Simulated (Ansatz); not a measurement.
Take InP in the zinc blende structure (space group F-43m, No. 216; a = 5.878 Å) as the base.

It is then changed as follows: Ga takes the place of In on all its sites, then cell and atoms are relaxed.

Levels (all Ansatz, a first-principles code, PAW): PBEsol (420 eV, spin-orbit coupling left out); PBEsol+SOC (420 eV, with spin-orbit coupling).

The geometry is relaxed with PBEsol.

- PBEsol band gap: 1.45 eV
- PBEsol valence-band top at Γ: 0.00, 0.00, 0.00 eV
- PBEsol smallest direct gap: 1.80 eV

Problem. How does going to PBEsol+SOC change the hole mass, band gap, valence-band top at Γ and smallest direct gap?

Solution. The hole mass (degenerate bands, along [100]) amounts to 0.14, 0.36 mₑ (at Γ); the band gap drops by 0.028 eV to 1.43 eV; the valence-band top at Γ (three highest Kramers pairs, from the VBM) goes from 0.00, 0.00, 0.00 eV to 0.00, 0.00, -0.09 eV; the smallest direct gap falls by 0.03 eV (1.80 eV → 1.77 eV). The threefold valence maximum splits by Δso ≈ 0.09 eV.

Single points use the geometry relaxed with PBEsol. Differences between runs with and without spin-orbit coupling are approximate. Masses are band curvatures over ±0.01 Å⁻¹ around the edge. Stability against distortions was not tested.
